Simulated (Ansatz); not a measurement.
Level of theory: PBE (plane waves to 420 eV, PAW; Ansatz, a quantum-chemistry and plane-wave program).

Electrostatic potential energy of an electron, averaged over planes parallel to the surface, in eV from the Fermi level, for a constructed model of the (110) surface of bcc Nb, a layer of Sc in place of the second plane (bottom of the slab: a bare face, its two planes held):

(z (Å), V (eV)): (3.79, 4.53); (4.08, 4.52); (4.38, 4.52); (4.67, 4.51); (4.96, 4.48); (5.25, 4.43); (5.54, 4.34); (5.83, 4.16); (6.12, 3.82); (6.42, 3.18); (6.71, 1.98); (7.00, -0.21); (7.29, -4.80); (7.58, -12.55); (7.88, -19.60); (8.17, -21.50); (8.46, -17.00); (8.75, -8.91); (9.04, -2.55); (9.33, -1.06); (9.62, -4.25); (9.92, -11.82); (10.21, -19.15); (10.50, -21.41); (10.79, -17.16); (11.08, -9.15); (11.38, -2.71); (11.67, -1.08); (11.96, -4.04); (12.25, -11.46); (12.54, -18.92); (12.83, -21.48); (13.12, -17.50); (13.42, -9.59); (13.71, -3.08); (14.00, -1.45); (14.29, -4.66); (14.58, -12.21); (14.88, -19.35); (15.17, -21.36); (15.46, -16.94); (15.75, -8.85); (16.04, -2.21); (16.33, 0.31); (16.62, -0.09); (16.92, -3.23); (17.21, -8.73); (17.50, -14.57); (17.79, -16.08); (18.08, -11.78); (18.38, -5.48); (18.67, -1.31); (18.96, -0.20); (19.25, -2.68); (19.54, -9.56); (19.83, -17.56); (20.12, -21.58); (20.42, -19.19); (20.71, -11.89); (21.00, -4.23); (21.29, 0.16); (21.58, 2.28); (21.88, 3.43); (22.17, 4.04); (22.46, 4.36); (22.75, 4.53); (23.04, 4.61); (23.33, 4.65); (23.62, 4.67); (23.92, 4.69); (24.21, 4.69); (24.50, 4.69)

Slab: 6 atoms, 11.8 Å thick at the start; k 14x14x1, smearing 0.1 eV, dipole-corrected; 2 atoms held, the rest relaxed; start symmetry kept, larger cells not searched; no spin, no spin-orbit, no U. It is one candidate, not shown to be the stable structure of the face.

The vacuum level lies 4.70 eV above the Fermi level over the top face and 4.53 eV above it under the bottom face.
